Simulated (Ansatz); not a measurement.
System: LaTiO2N (P2₁, No. 4, 20 atoms in the cell; start mp-775918). Method: PBEsol+SOC (plane waves, PAW; Ansatz, a program for electronic structure).

Settings: plane-wave cutoff 520 eV, 6×6×4 k mesh (along the axes of the cell as run), Fermi–Dirac smearing 0.01 eV, PAW data made under PBE.

Cell (relaxed with PBEsol):

Space group P2₁ (No. 4); a = 5.4988 Å, b = 5.5124 Å, c = 7.9580 Å, α = γ = 90.00°, β = 90.48°

```csv
atom,site,symmetry,x,y,z
La,2a,1,0.2502,0.5127,0.2416
La,2a,1,0.7496,0.0039,0.2424
Ti,2a,1,0.7369,0.5081,0.0033
Ti,2a,1,0.2481,0.0075,0.5134
N,2a,1,0.4546,0.2904,0.0118
N,2a,1,0.2435,0.0226,0.7466
O,2a,1,0.5508,0.1982,0.4873
O,2a,1,0.9474,0.1873,0.0115
O,2a,1,0.0561,0.3051,0.4873
O,2a,1,0.2368,0.9642,0.2523
```

**Question.** What does this level give for the band gap?

**Answer.** 
- band gap = 1.24 eV

A start named mp-… is a Materials Project structure, which need not be a measured phase.
